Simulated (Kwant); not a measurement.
Model: Hückel tight-binding model, one pz orbital an atom, one spin, coherent transport at 0 K (Kwant). Conductance is in e²/h.

System: π system c1ccc2ncccc2c1 between two chain leads. The π system is taken as planar. Atoms are numbered from 0 in the order of the SMILES. Site energies (eV, carbon 0): [0.0, 0.0, 0.0, 0.0, -1.2, 0.0, 0.0, 0.0, 0.0, 0.0]. Bonds (i, j, β in eV): (0,1,-2.4) (1,2,-2.4) (2,3,-2.4) (3,4,-2.4) (4,5,-2.4) (5,6,-2.4) (6,7,-2.4) (7,8,-2.4) (8,9,-2.4) (9,0,-2.4) (8,3,-2.4). Leads: chains of hopping −3.6 eV, joined by −0.72 eV to atoms 5 and 7.

Site energies and bond integrals are typed Hückel values.

Sweep values stay those of the base run.

One input was changed, with this effect: transmission at E = 0 0.00071 → 0.0064.

Problem. Which change was it?
A. contacts moved from atoms [5, 7] to [5, 6]
B. contacts moved from atoms [5, 7] to [0, 9]
C. contacts moved from atoms [5, 7] to [1, 6]
D. contacts moved from atoms [5, 7] to [1, 5]
E. contacts moved from atoms [5, 7] to [0, 5]
F. contacts moved from atoms [5, 7] to [0, 2]

Solution. B, contacts moved from atoms [5, 7] to [0, 9]
